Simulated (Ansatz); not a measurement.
Start from CdGeAs2 in the chalcopyrite structure (space group I-42d, No. 122; a = 5.874 Å, c = 11.226 Å). Axes: x, y, z lie along a, b, c of the conventional cell.

The values are results of LDA, PAW, 420 eV (Ansatz, a quantum-chemistry and plane-wave program; no spin-orbit coupling), not measurements.

Before the change:

| Item | Value |
|---|---|
| Pressure | 0.0 GPa |

One thing is altered: biaxial strain −3.00 %, plane normal [001], relaxed out of plane (Cartesian); in-plane vectors clamped, the third vector and the atoms free.

Task: Predict the new energy relative to the base and pressure.

Result: The energy rises by 12 meV/atom; the pressure (mean of the normal stresses, compression positive) goes from zero to 1.9 GPa.

The mesh was chosen for an insulator and is coarse for the gapless case. Stability against distortions was not tested. All final runs are without spin polarisation.
